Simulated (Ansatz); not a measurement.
ZrO2: pressure series

The reference is ZrO2 in the fluorite structure (space group Fm-3m, No. 225; a = 5.0891 Å).

Cell and atoms are relaxed at each pressure.

Calculations: r2SCAN, PAW, 500 eV (Ansatz, a program for electronic structure; without spin-orbit coupling), earlier PAW set.

Candidates:
(a) pressure 22.5 GPa
(b) pressure −1 GPa
(c) pressure 30 GPa

Base values:

The band gap is 3.89 eV.

Problem. Order them by band gap, lowest first.

Solution. (b) pressure −1 GPa (3.87 eV), (a) pressure 22.5 GPa (4.11 eV), (c) pressure 30 GPa (4.17 eV)

Load acts through the strain it causes; cell and atoms are relaxed under it. Whether these cells are dynamically stable was not tested. Competing high-pressure phases were not computed. This is not the structure that ZrO2 has at room temperature and ambient pressure.
